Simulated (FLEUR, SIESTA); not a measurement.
A FLEUR input for a self-consistent single point of HfBRh₃ (Pm-3m, 5 atoms in the cell) (DFT, PBEsol, all-electron FLAPW (FLEUR), scalar-relativistic valence with spin-orbit coupling in second variation):

Input of the input generator:

```
scf HfBRh3
&input film=f /
4.0952600000 0.0000000000 0.0000000000
0.0000000000 4.0952600000 0.0000000000
0.0000000000 0.0000000000 4.0952600000
1.8897261246
1.0 1.0 1.0

5
72 0.0000000000 0.0000000000 0.0000000000
5 0.5000000000 0.5000000000 0.5000000000
45 0.0000000000 0.5000000000 0.5000000000
45 0.5000000000 0.0000000000 0.5000000000
45 0.5000000000 0.5000000000 0.0000000000

&comp jspins=1 /
&exco xctyp='PBEs' /
&kpt div1=6 div2=6 div3=6 gamma=t /
&soc 0.0 0.0 /
&end /
```

```xml
<?xml version="1.0" encoding="UTF-8" standalone="no"?>
<fleurInput fleurInputVersion="0.39">
   <comment>
      scf HfBRh3                                                                                          
   </comment>
   <calculationSetup>
      <cutoffs Kmax="4.7" Gmax="16.4" GmaxXC="16.4" numbands="0"/>
      <scfLoop itmax="80" minDistance="0.00001" maxIterBroyd="99" imix="Anderson" alpha="0.05" precondParam="0.0" spinf="2.0"/>
      <coreElectrons ctail="T" frcor="F" kcrel="0" coretail_lmax="0"/>
      <xcFunctional name="PBEs" relativisticCorrections="F"/>
      <magnetism jspins="1"/>
      <soc l_soc="T" theta="0.0" phi="0.0" spav="F"/>
      <expertModes spex="0" secvar="F"/>
      <geometryOptimization l_f="F" forcealpha="1.0" forcemix="BFGS" epsdisp="0.00001" epsforce="0.00001"/>
      <ldaU l_linMix="F" mixParam="0.05" spinf="1.0"/>
   </calculationSetup>
   <cell>
      <bzIntegration valenceElectrons="74.0" mode="gauss" fermiSmearingEnergy="0.00183747">
         <kPointListSelection listName="default-1"/>
         <!-- k-points included here -->
         <xi:include xmlns:xi="http://www.w3.org/2001/XInclude" href="kpts.xml"> </xi:include>
      </bzIntegration>
      <!-- symmetry operations included here -->
      <xi:include xmlns:xi="http://www.w3.org/2001/XInclude" href="sym.xml"> </xi:include>
      <bulkLattice scale="1.0">
         <bravaisMatrix>
            <row-1>    7.7389198090293947     0.0000000000000000     0.0000000000000000</row-1>
            <row-2>    0.0000000000000000     7.7389198090293947     0.0000000000000000</row-2>
            <row-3>    0.0000000000000000     0.0000000000000000     7.7389198090293947</row-3>
         </bravaisMatrix>
      </bulkLattice>
   </cell>
   <atomSpecies>
      <species name="Hafnium (Hf)" element="Hf" atomicNumber="72">
         <mtSphere radius="2.63" gridPoints="925" logIncrement="0.014"/>
         <atomicCutoffs lmax="10" lnonsphr="8"/>
         <electronConfig flipSpins="F">
            <coreConfig>(1s1/2) (2s1/2) (2p1/2) (2p3/2) (3s1/2) (3p1/2) (3p3/2) (4s1/2) (3d3/2) (3d5/2) (4p1/2) (4p3/2) (4d3/2) (4d5/2)</coreConfig>
            <valenceConfig>(5s1/2) (5p1/2) (5p3/2) (6s1/2) (4f5/2) (4f7/2) (5d3/2) (5d5/2)</valenceConfig>
            <stateOccupation state="(5d3/2)" spinUp="0.4" spinDown="0.4"/>
            <stateOccupation state="(5d5/2)" spinUp="0.6" spinDown="0.6"/>
         </electronConfig>
         <energyParameters s="6" p="6" d="5" f="5"/>
         <lo type="SCLO" l="0" n="5" eDeriv="0"/>
         <lo type="SCLO" l="1" n="5" eDeriv="0"/>
         <lo type="SCLO" l="3" n="4" eDeriv="0"/>
      </species>
      <species name="Boron (B)" element="B" atomicNumber="5">
         <mtSphere radius="1.27" gridPoints="451" logIncrement="0.022"/>
         <atomicCutoffs lmax="6" lnonsphr="4"/>
         <electronConfig flipSpins="F">
            <coreConfig>(1s1/2)</coreConfig>
            <valenceConfig>(2s1/2) (2p1/2) (2p3/2)</valenceConfig>
            <stateOccupation state="(2p1/2)" spinUp="0.1666666666667" spinDown="0.1666666666667"/>
            <stateOccupation state="(2p3/2)" spinUp="0.3333333333333" spinDown="0.3333333333333"/>
         </electronConfig>
         <energyParameters s="2" p="2" d="3" f="4"/>
      </species>
      <species name="Rhodium (Rh)" element="Rh" atomicNumber="45">
         <mtSphere radius="2.26" gridPoints="797" logIncrement="0.016"/>
         <atomicCutoffs lmax="10" lnonsphr="8"/>
         <electronConfig flipSpins="F">
            <coreConfig>(1s1/2) (2s1/2) (2p1/2) (2p3/2) (3s1/2) (3p1/2) (3p3/2) (4s1/2) (3d3/2) (3d5/2)</coreConfig>
            <valenceConfig>(4p1/2) (4p3/2) (5s1/2) (4d3/2) (4d5/2)</valenceConfig>
            <stateOccupation state="(5s1/2)" spinUp="0.5" spinDown="0.5"/>
            <stateOccupation state="(4d3/2)" spinUp="1.6" spinDown="1.6"/>
            <stateOccupation state="(4d5/2)" spinUp="2.4" spinDown="2.4"/>
         </electronConfig>
         <energyParameters s="5" p="5" d="4" f="4"/>
         <lo type="SCLO" l="1" n="4" eDeriv="0"/>
      </species>
   </atomSpecies>
   <atomGroups>
      <atomGroup species="Hafnium (Hf)">
         <relPos label="                   1">.0000000000 .0000000000 .0000000000</relPos>
         <force calculate="T" relaxXYZ="TTT"/>
      </atomGroup>
      <atomGroup species="Boron (B)">
         <relPos label="                   2">1.000/2.000 1.000/2.000 1.000/2.000</relPos>
         <force calculate="T" relaxXYZ="TTT"/>
      </atomGroup>
      <atomGroup species="Rhodium (Rh)">
         <relPos label="                   3">.0000000000 1.000/2.000 1.000/2.000</relPos>
         <relPos label="                   4">1.000/2.000 .0000000000 1.000/2.000</relPos>
         <force calculate="T" relaxXYZ="TTT"/>
      </atomGroup>
      <atomGroup species="Rhodium (Rh)">
         <relPos label="                   5">1.000/2.000 1.000/2.000 .0000000000</relPos>
         <force calculate="T" relaxXYZ="TTT"/>
      </atomGroup>
   </atomGroups>
   <output dos="F" band="F" slice="F">
      <checks vchk="F" cdinf="F"/>
      <bandDOS minEnergy="-.5*Htr" maxEnergy="0.5*Htr" sigma="0.015" storeEVData="T"/>
      <vacuumDOS vacdos="F" integ="F" star="F" nstars="0" locx1="0.0" locy1="0.0" locx2="0.0" locy2="0.0" nstm="0" tworkf="0.0"/>
      <unfoldingBand unfoldBand="F" supercellX="1" supercellY="1" supercellZ="1"/>
      <plotting iplot="0" polar="F">
         <plot TwoD="T" vec1="  1.0  0.0  0.0" vec2="  0.0  1.0  0.0" vec3="  0.0  0.0  1.0" zero="  0.0  0.0  0.0" file="plot"/>
      </plotting>
      <chargeDensitySlicing numkpt="0" minEigenval="0.0" maxEigenval="0.0" nnne="0" pallst="F"/>
      <specialOutput eonly="F"/>
      <magneticCircularDichroism mcd="F" energyLo="-10.0" energyUp="0.0"/>
   </output>
  <!-- We include the file relax.xml here to enable relaxations (see documentation) -->
  <xi:include xmlns:xi="http://www.w3.org/2001/XInclude" href="relax.xml"> <xi:fallback/> </xi:include>
</fleurInput>
```

Translate this input to SIESTA.

This is the input that was run; spellings and numerical settings could be chosen otherwise.

```
# files in the folder: Hf.psml B.psml Rh.psml (PseudoDojo PBEsol fully relativistic)
SystemName  HfBRh3
SystemLabel siesta

NumberOfAtoms                5
NumberOfSpecies              3
%block ChemicalSpeciesLabel
  1 72 Hf
  2 5 B
  3 45 Rh
%endblock ChemicalSpeciesLabel
LatticeConstant              1.0 Ang
%block LatticeVectors
     4.095260000    0.000000000    0.000000000
     0.000000000    4.095260000    0.000000000
     0.000000000    0.000000000    4.095260000
%endblock LatticeVectors
AtomicCoordinatesFormat      ScaledCartesian
%block AtomicCoordinatesAndAtomicSpecies
     0.000000000    0.000000000    0.000000000  1
     2.047630000    2.047630000    2.047630000  2
     0.000000000    2.047630000    2.047630000  3
     2.047630000    0.000000000    2.047630000  3
     2.047630000    2.047630000    0.000000000  3
%endblock AtomicCoordinatesAndAtomicSpecies

XC.functional                GGA
XC.authors                   PBEsol
PAO.BasisSize                DZP
PAO.EnergyShift              0.005 Ry
MeshCutoff                   400 Ry
%block kgrid.MonkhorstPack
    6   0   0  0.0
    0   6   0  0.0
    0   0   6  0.0
%endblock kgrid.MonkhorstPack
OccupationFunction           MP
OccupationMPOrder            0
ElectronicTemperature        0.05 eV
Spin                         spin-orbit
%block DM.InitSpin
  1 0.00 0.00 0.00
  2 0.00 0.00 0.00
  3 0.00 0.00 0.00
  4 0.00 0.00 0.00
  5 0.00 0.00 0.00
%endblock DM.InitSpin

MaxSCFIterations             150
SCF.Mixer.Method             Pulay
SCF.Mixer.Weight             0.25
SCF.Mixer.History            6
SCF.DM.Tolerance             1.0E-04
Diag.ParallelOverK           true
WriteForces                  true
Charge.Mulliken              end
```

Basis, cutoffs, solver keys and any potentials are the target program's own. This input uses DFT, GGA PBEsol with spin-orbit coupling, numerical atomic orbitals DZP, PseudoDojo PBEsol fully relativistic norm-conserving potentials (rewritten from UPF to PSML).

The starting cell comes from a database of computed structures (which also holds hypothetical and non-ambient phases and stackings), without a prior relaxation at this level.
